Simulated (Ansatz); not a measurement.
Consider MoS2 in the 2H-MoS2 type structure (space group P6_3/mmc, No. 194; a = 3.1090 Å, c = 11.7086 Å; layered, stacked along the Cartesian z axis).

All numbers come from Kohn–Sham DFT with the PBEsol-D3(BJ) functional, run in Ansatz (a program for electronic structure) with PAW and 420 eV plane waves, scalar-relativistic without spin-orbit coupling, earlier PAW set.

For the base:

```
Item                                   Value
---------------------  ---------------------
Pressure                            0.0 kbar
Valence-band top at Γ  0.00, -0.96, -1.60 eV
Band gap                             0.52 eV
Smallest direct gap                  1.79 eV
```

One thing is altered: the cell is scaled by 1.0255 in all directions, atoms relaxed at fixed cell.

Problem. Predict the new pressure.

Solution. The pressure (mean of the normal stresses, compression positive) goes from zero to -56.2 kbar.

Problem. What does the calculation give for the energy relative to the base after the change?

Solution. The energy increases by 24 meV/atom.

Problem. What happens to the valence-band top at Γ?

Solution. The valence-band top at Γ (three highest levels, from the VBM) changes from 0.00, -0.96, -1.60 eV to 0.00, -1.07, -1.24 eV.

Problem. What does the calculation give for the band gap after the change?

Solution. The band gap goes up by 0.17 eV (0.52 eV → 0.69 eV).

Problem. How does this affect the smallest direct gap?

Solution. The smallest direct gap decreases by 0.248 eV, from 1.79 eV to 1.55 eV.

The cells carry an imposed strain or load. Semilocal Kohn–Sham gaps tend to fall short of experiment. Whether these cells are dynamically stable was not tested.
